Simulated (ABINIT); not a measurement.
Band structure of Y₃Si (Pm-3m, 4 atoms in the cell).

```yaml
crystal:
  lattice:
    - [4.56843, 0.00000, 0.00000]
    - [0.00000, 4.56843, 0.00000]
    - [0.00000, 0.00000, 4.56843]
  atoms:
    - { symbol: Y, position: [0.00000, 0.50000, 0.50000] }
    - { symbol: Y, position: [0.50000, 0.00000, 0.50000] }
    - { symbol: Y, position: [0.50000, 0.50000, 0.00000] }
    - { symbol: Si, position: [0.00000, 0.00000, 0.00000] }
```

Method of the run: LDA (PW92), norm-conserving pseudopotentials (PseudoDojo nc-sr-04 LDA standard) (plane waves; ABINIT 10.0.3).

Settings: pseudos = [Y.upf, Si.upf]; ecut = 72 Ry; ixc = 7; occopt = 7; tsmear = 0.272 eV; ngkpt = 6 6 6; nshiftk = 1; shiftk = 0 0 0; potentials = PseudoDojo nc-sr-04 LDA standard; kptopt = 1; nstep = 60; tolvrs1 = 1e-11; ndtset = 2.

The starting cell comes from a database of computed structures (which also holds hypothetical and non-ambient phases and stackings), without a prior relaxation at this level. Its lattice was rescaled by a random factor within 2.5 % of one.

Levels in eV from the Fermi level, bands 16 to 23:
```csv
point,16,17,18,19,20,21,22,23
Γ,-1.46,-0.92,-0.92,-0.92,-0.32,-0.32,-0.32,2.56
X,-1.72,-1.72,-0.27,0.19,1.36,1.36,1.71,1.71
M,-2.21,-0.64,0.20,0.20,0.42,1.46,1.46,1.95
R,-1.76,-1.47,-1.47,-1.47,1.67,1.67,1.67,1.94
```

Bands cross the Fermi level along this path, so the cell is metallic at this level.
